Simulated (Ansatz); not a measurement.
A computed series for Rh: response to strain

The parent structure is Rh in the fcc (Cu type) structure (space group Fm-3m, No. 225; a = 3.7551 Å; relaxed with 0.1 eV smearing). Axes: x, y, z lie along the cube axes.

Strains are applied to the cell and any free atomic positions relax; under biaxial strain the out-of-plane vector relaxes too.

All numbers come from Ansatz (a program for electronic structure) LDA, spin-orbit coupling left out.

| biaxial strain, plane normal [001], relaxed out of plane (%) | out-of-plane strain (%) |
|---|---|
| -3 | 2.81 |
| -2.5 | 2.32 |
| -2 | 1.85 |
| -1.5 | ? |
| -1 | 0.91 |
| -0.5 | 0.45 |
| 0 | 0.00 |

Problem. Fit ε⊥ = −νε + γε² (strains in %) to the rows shown and predict the withheld row.

Solution. Least squares on the printed values gives ν = 0.90 (the biaxial Poisson response) and γ = 0.013 (largest residual 0.00 %); this predicts 1.37 %, and the run gives 1.37 %, in agreement.

No phonon test of stability was made. The final runs are not spin-polarised.
